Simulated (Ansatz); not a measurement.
System: SnO (model structure, started from the zincblende type, F-43m, No. 216, 2 atoms in the cell). Method: HSE06 (Ansatz, a first-principles code, plane waves, PAW).

Input file:

Ansatz 0.2 input:
```yaml
crystal:
  lattice:
    - [0.0, 2.7043150837, 2.7043150837]
    - [2.7043150837, 0.0, 2.7043150837]
    - [2.7043150837, 2.7043150837, 0.0]
  atoms:
    - { symbol: O, position: [0.25, 0.25, 0.25] }
    - { symbol: Sn, position: [0.0, 0.0, 0.0] }
kpoints:
  mp_grid: { grid: [8, 8, 8] }
hamiltonian:
  xc: hse06
  pseudopotentials: { kind: paw }
  dispersion: none
scf:
  occupations: { method: fermi_dirac, width: 0.05 }
output:
  forces: true
  stress: true
  eigenvalues: true
basis:
  ecutwfc: 500
  ecutrho_ratio: 4
  xc_grid: 2
magnetization:
  spin_polarized: false
```

Output (set-up and result lines):

```
WARN output.stress: scf.convergence.dr2_threshold = 1e-7 eV (the SCF's general default) is looser than the 2e-10 eV advised for a printed stress (1e-10 eV for …
WARN output.stress: scf.exx.energy_threshold = 1e-6 eV is looser than the 2e-8 eV advised for a stress under a hybrid functional (1e-8 eV for each atom of the …
Crystal: 2 atoms, lattice volume = 39.555 Å³
Basis set: ecut = 500 eV, 965 PW (Γ), exchange–correlation on 60×60×60 points (8 copies of the dense FFT grid, shifted against one another)
Bands: 14, of which v1, the nominal top of the filled ones, is band 10 counted from 1 (9 counted from 0)
Symmetry: 24 space group operations
Space group: F-43m (ITA 216), of the structure as read, at distance tolerance 3.4e-5 Å
k-points: 29 of 512 (time reversal used)
SCF iter   1: F=—  HF=-6590.781840 eV  |F-HF|=—  |Δ(HF+E_count)|=         —  Δρ=7.28e-3  dr2=2.38e-2
SCF iter   2: F=—  HF=-6590.779576 eV  |F-HF|=—  |Δ(HF+E_count)|=   2.26e-3  Δρ=3.87e-3  dr2=3.30e-3
  ...
SCF 1 converged in 10 iterations: F = -6590.779303 eV  dr2 = 5.73e-11
Crystal: 2 atoms, lattice volume = 39.555 Å³
Initial density: handed on by an earlier stage of this run
Crystal: 2 atoms, lattice volume = 39.555 Å³
SCF iter   2: F=—  HF=-6594.178102 eV  |F-HF|=—  |Δ(HF+E_count)|=   1.33e-7  Δρ=1.94e-5  dr2=1.37e-7
SCF iter   3: F=-6594.178103 eV  HF=-6594.178103 eV  |F-HF|=8.54e-9  |Δ(HF+E_count)|=   5.25e-7  Δρ=7.53e-6  dr2=9.74e-9
SCF 3 converged in 3 iterations: F = -6594.178103 eV  dr2 = 9.74e-9
Free energy (F): -6594.178103 eV
Internal energy: -6594.176601 eV  (E = F + TS)
E sigma→0 (E₀):  -6594.177352 eV
Fermi energy:    8.574379 eV
--- Forces (eV/Å), atoms counted from 1 ---
  atom   1  O      0.00000000    -0.00000000    -0.00000000
  atom   2  Sn    -0.00000000     0.00000000    -0.00000000
--- Stress (GPa, compression-positive) ---
        0.742034       0.000000      -0.000000
       -0.000000       0.742034       0.000000
       -0.000000       0.000000       0.742034
  P = ⅓ Tr σ = 0.7420 GPa (7.420 kbar)
```

The PAW data were made under PBE.

Note: exact exchange on metals is sensitive to the k mesh and can open a false gap. Note: the relaxation could raise the start's symmetry but not lower it, so the cell can be a saddle point. Note: cell and atoms aren't relaxed at this level (pressure 0.7 GPa).

A model structure was made by putting elements into a prototype or built by hand; it is no filed structure, need not be a known phase, and can be a saddle point held by its symmetry.
